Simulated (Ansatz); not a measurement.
For AlB2-type ZrB2, RPBE (PAW; Ansatz, an electronic-structure program) gives:

- lattice parameter a: 3.187 Å
- c axis length: 3.560 Å
- bulk modulus B0: 229 GPa
- elastic constant C11: 546 GPa
- elastic constant C44: 241 GPa
- polycrystal shear modulus: 225 GPa

Question: What does r²SCAN+rVV10 in Ansatz (PAW) give for the same quantities?

Answer: 
- lattice constant a: 3.164 Å (shrinks by 0.7 %)
- lattice parameter c: 3.544 Å (decreases by 0.4 %)
- bulk modulus: 245 GPa (goes up by 7.0 %)
- elastic constant C11: 584 GPa (grows by 7.0 %)
- elastic constant C44: 261 GPa (rises by 8.3 %)
- Voigt–Reuss–Hill shear modulus: 242 GPa (increases by 7.6 %)

For comparison: lattice constant a 3.17 Å (measured, room temperature, no zero-point or thermal correction; as tabulated in Zhang et al. (2020), arXiv:1911.03307); lattice parameter c 3.532 Å (measured, room temperature, no zero-point or thermal correction; as tabulated in Zhang et al. (2020), arXiv:1911.03307); elastic constant C11 568 GPa (measured, room temperature, no zero-point or thermal correction; as tabulated in Zhang et al. (2020), arXiv:1911.03307).

Changes are worked out from the printed values.

Unless a cell is named, each level is at its own relaxed cell (RPBE 10.44, r²SCAN+rVV10 10.24 Å³/atom).

Ansatz's density-functional and Hartree–Fock values are scalar-relativistic unless marked +SOC, with PAW data made under PBE.
